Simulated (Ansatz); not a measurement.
Sc: response to strain

Start from Sc in the hcp (Mg type) structure (space group P6_3/mmc, No. 194; a = 3.2754 Å, c = 5.1051 Å; relaxed with 0.1 eV smearing). Axes: x lies along a and z along c of the hexagonal cell.

Strains are applied to the cell and any free atomic positions relax; under biaxial strain the out-of-plane vector relaxes too.

Level of theory: Ansatz (a quantum-chemistry and plane-wave program) PBEsol, spin-orbit coupling left out.

Notes on the quantities. pressure: mean of the normal stresses, compression positive.

| change | pressure | volume per atom |
|---|---|---|
| base | 0.0 GPa | 23.71 Å³ |
| biaxial strain −3.00 %, plane normal [001], relaxed out of plane | 2.7 GPa | 22.74 Å³ |
| biaxial strain −2.00 %, plane normal [001], relaxed out of plane | 1.8 GPa | 23.06 Å³ |
| biaxial strain −1.50 %, plane normal [001], relaxed out of plane | 1.3 GPa | ___ |
| biaxial strain −1.00 %, plane normal [001], relaxed out of plane | ___ | 23.38 Å³ |
| biaxial strain −0.50 %, plane normal [001], relaxed out of plane | 0.4 GPa | 23.55 Å³ |
| biaxial strain +1.00 %, plane normal [001], relaxed out of plane | -0.8 GPa | 24.06 Å³ |
| biaxial strain +1.50 %, plane normal [001], relaxed out of plane | -1.2 GPa | ___ |
| biaxial strain +2.00 %, plane normal [001], relaxed out of plane | -1.6 GPa | 24.40 Å³ |
| biaxial strain +2.50 %, plane normal [001], relaxed out of plane | ___ | 24.57 Å³ |

Problem. Some entries are withheld; estimate them.

Solution. 
- biaxial strain −1.50 %, plane normal [001], relaxed out of plane, volume per atom: 23.22 Å³
- biaxial strain −1.00 %, plane normal [001], relaxed out of plane, pressure: 0.9 GPa
- biaxial strain +1.50 %, plane normal [001], relaxed out of plane, volume per atom: 24.23 Å³
- biaxial strain +2.50 %, plane normal [001], relaxed out of plane, pressure: -1.9 GPa

No phonon test of stability was made. All final runs are without spin polarisation.
